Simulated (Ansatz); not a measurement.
We consider cubic perovskite CsSrF3, described by PBEsol (PAW; Ansatz, an electronic-structure program).

Numerical settings: plane-wave cutoff 520 eV, 8×8×8 k mesh, Fermi–Dirac smearing 0.01 eV, scalar-relativistic PAW data made under PBE.

Response to compression and expansion:

```csv
V (Å³/atom),P (GPa),direct gap at Γ (eV)
19.989,3.14,6.504
20.414,1.97,6.436
20.839,0.93,6.368
21.265,0.00,6.299
21.690,-0.83,6.231
22.115,-1.56,6.161
22.541,-2.21,6.092
```

A straight line through the gaps at Γ against ln V gives a volume deformation potential dE_g(Γ)/d ln V of -3.4 eV: the gap at Γ widens under compression.

Note: the relaxation could not lower the start's symmetry, so the cell can be a saddle point above a distorted one.

Spin–orbit coupling is not included.
